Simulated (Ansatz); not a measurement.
Given:

```
CELL_PARAMETERS angstrom
      0.00000     2.98610     2.91743
      2.98610     0.00000     2.91743
      2.98610     2.98610     0.00000
ATOMIC_POSITIONS crystal
  In 0.00000 0.00000 0.00000
  P  0.25000 0.25000 0.25000
```

These are r2SCAN with spin-orbit coupling, rigid bands (plane waves, PAW; Ansatz, a program for electronic structure) values and carry that method's errors. Condition of this run: biaxial stress xx = yy = -1 GPa (compression positive) (the target of the relaxation). How the cell was made: cell and atoms relaxed with r2SCAN, then loaded as said.

What conductivity effective mass do dilute electrons have at 300 K?

0.082 (x), 0.082 (y), 0.078 (z) mₑ.

What conductivity effective mass do dilute holes have at 300 K?

0.51 (x), 0.51 (y), 0.34 (z) mₑ.

And the band gap?

0.89 eV at this level; semilocal functionals usually fall short of the measured gap.

Rigid bands, one relaxation time for all states, no polarons.
